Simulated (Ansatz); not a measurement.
# What Mg → Na does to Mg

The parent structure is Mg in the hcp (Mg type) structure (space group P6_3/mmc, No. 194; a = 3.1731 Å, c = 5.1827 Å).

It is then changed as follows: Na takes the place of Mg on all its sites; the structure is relaxed again.

Method: r2SCAN (Ansatz, an electronic-structure program, PAW, spin-orbit coupling left out). Γ-centred 14×14×8 mesh, Fermi–Dirac width 0.05 eV, for the changed cell.

The volume per atom increases by 15.163 Å³, from 22.59 Å³ to 37.76 Å³ and the density shrinks by 0.78 g/cm³, from 1.79 g/cm³ to 1.01 g/cm³. The lattice parameter a goes up by 1.118 bohr, from 5.996 bohr to 7.114 bohr and the c/a ratio hardly moves (1.633 against 1.634). The space group stays P6_3/mmc (No. 194) and the shortest interatomic distance goes up by 1.118 bohr, from 5.996 bohr to 7.114 bohr. The band gap is still zero.

Stability against distortions was not tested. This is not the structure that Na has at room temperature and ambient pressure.
